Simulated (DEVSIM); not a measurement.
Structure: illuminated Si p-on-n cell, one wavelength, at 400 K.

Layer 1 from the left is Si, thickness (μm) 0.520, Na (cm⁻³) 7.8e18, τn (s) 2.2e-5, τp (s) 2.6e-6, absorption coefficient (cm⁻¹) 48000. Layer 2 from the left is Si, thickness (μm) 170, Nd (cm⁻³) 2.6e17, τn (s) 0.0002, τp (s) 0.0002, absorption coefficient (cm⁻¹) 48000.

Left contact: ohmic, minority electron recombination velocity 5e5 cm/s. Right contact: ohmic, minority hole recombination velocity 30000 cm/s. Voltage is applied to the left contact. Recombination: SRH at mid-gap, radiative, Auger. Light enters at the left, 2e16 photons cm⁻² s⁻¹, one pass, no reflection. Mobility is μmin + (μ − μmin)/(1 + (N/Nref)^α).

Constants are typed, rounded textbook-type inputs, not results; the design itself was drawn at random and stands for no fabricated device. Values at 300 K; Nc and Nv go as T^1.5, mobilities as T to minus their exponent, the gap by Varshni's rule with the affinity fixed.

Si: gap (eV) 1.124, affinity (eV) 4.05, permittivity 11.7, Nc (cm⁻³) 2.86e19, Nv (cm⁻³) 3.1e19, μn (cm²/Vs) 1417, μp (cm²/Vs) 470, μn,min 52, μp,min 45, Nref,n 9.7e16, Nref,p 2.2e17, αn 0.68, αp 0.72, T exponent of μn 2.3, T exponent of μp 2.2, B (cm³/s) 4.7e-15, Cn (cm⁶/s) 2.8e-31, Cp (cm⁶/s) 9.9e-32, Varshni α (eV/K) 0.000473, Varshni β (K) 636.

Model (solved in DEVSIM): 1D drift-diffusion, Boltzmann statistics, complete ionisation; no tunnelling, impact ionisation, image-force lowering or self-heating.

Dark forward current:

```tsv
|V| (V)	|J| (A/cm²)
0.05	1.386e-7
0.10	7.256e-7
0.15	3.221e-6
0.20	1.385e-5
0.25	5.913e-5
0.30	0.0002522
0.35	0.001075
0.40	0.004585
0.45	0.01955
0.50	0.08318
0.55	0.3515
0.60	1.444
0.65	5.401
0.70	16.41
0.75	38.44
0.80	72.96
0.85	119.8
0.90	178.1
0.95	247.0
1.00	325.4
1.05	412.5
1.10	507.4
1.15	609.5
1.20	718.2
1.25	833.0
1.30	953.4
```

Problem. Work out the local ideality factor n = ΔV / (kT/q · ln(J2/J1)) between the rows 0.15 and 0.20 V, 1.25 and 1.30 V.

Solution. kT/q = 34.47 mV. From 0.15 to 0.20 V: ln(1.385e-5/3.221e-6) = 1.459, n = 0.99, near the 1 of diffusion or emission over a barrier. From 1.25 to 1.30 V: ln(953.4/833.0) = 0.135, n = 10.74.

Problem. What current could the absorbed light give at most, and what share is collected?

Solution. Σ αd = 818, so qΦ(1 − exp(−Σ αd)) = 3.20 mA/cm². The simulated short-circuit current is 1.385 mA/cm², a share of 0.43.

Problem. Estimate the open-circuit voltage by superposition: the voltage at which the dark current equals that short-circuit current.

Solution. Interpolating ln J in the table gives 0.359 V. The simulation gives 0.359 V, the same within the digits that matter. Superposition holds where collection doesn't change with voltage.

Problem. Estimate the fill factor from FF0 = (v − ln(v + 0.72))/(v + 1), v = qVoc/(nkT), with n from the dark curve.

Solution. The rows about Voc, 0.35 and 0.40 V, give n = 1.00, so v = 10.4 and FF0 = 0.701. The simulation gives 0.701, the same within the digits that matter.
